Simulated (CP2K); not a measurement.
Band structure of SiNi (Pmmn, 4 atoms in the cell).

```
SiNi
1.0
    2.95307     0.00000     0.00000
    0.00000     3.29181     0.00000
    0.00000     0.00000     4.69382
Si Ni
2 2
Direct
  0.00000   0.00000   0.15686
  0.50000   0.50000   0.84314
  0.00000   0.00000   0.65750
  0.50000   0.50000   0.34250
```

Method: PBEsol, GPW, DZVP-MOLOPT-SR-GTH basis, GTH-PBE potentials (GTH_POTENTIALS) (CP2K).

Settings: CUTOFF = 600 Ry; REL_CUTOFF = 40 Ry; SMEAR/METHOD = FERMI_DIRAC; ELECTRONIC_TEMPERATURE = 580.23 K; KPOINTS/SCHEME = MONKHORST-PACK 8 7 5; GAMMA_CENTERED = T; XC_FUNCTIONAL = PBE:PBESOL; Si/BASIS_SET = DZVP-MOLOPT-SR-GTH; Si/POTENTIAL = GTH-PBE-q4; Ni/BASIS_SET = DZVP-MOLOPT-SR-GTH; Ni/POTENTIAL = GTH-PBE-q18; METHOD = GPW; EPS_DEFAULT = 1e-10; EXTRAPOLATION = USE_GUESS.

The starting cell comes from a database of computed structures (which also holds hypothetical and non-ambient phases and stackings), without a prior relaxation at this level. Its lattice was rescaled by a random factor within 2.5 % of one. Spin polarisation is off. Values carry the incompleteness of an atom-centred basis. The potentials were made for another functional than the one used.

Levels in eV from the Fermi level, bands 19 to 24:
```json
[
 {"point": "Γ", "19": "-2.30", "20": "-2.00", "21": "-1.99", "22": "-1.38", "23": "1.24", "24": "2.69"},
 {"point": "X", "19": "-2.59", "20": "-2.59", "21": "-1.55", "22": "-1.55", "23": "1.73", "24": "1.73"},
 {"point": "S", "19": "-2.08", "20": "-2.08", "21": "-1.57", "22": "-1.57", "23": "1.57", "24": "1.57"},
 {"point": "Y", "19": "-2.23", "20": "-2.23", "21": "-2.15", "22": "-2.15", "23": "1.13", "24": "1.13"},
 {"point": "Z", "19": "-2.65", "20": "-2.05", "21": "1.10", "22": "1.56", "23": "1.94", "24": "2.35"},
 {"point": "U", "19": "-2.22", "20": "-2.22", "21": "-1.36", "22": "-1.36", "23": "3.63", "24": "3.63"},
 {"point": "R", "19": "-2.09", "20": "-2.09", "21": "-1.49", "22": "-1.49", "23": "-0.40", "24": "-0.40"},
 {"point": "T", "19": "-2.02", "20": "-2.01", "21": "-2.01", "22": "-2.01", "23": "5.27", "24": "5.27"}
]
```

Bands cross the Fermi level along this path, so the cell is metallic at this level.

Higher empty bands are left out: an atom-centred basis made for the valence describes them poorly.
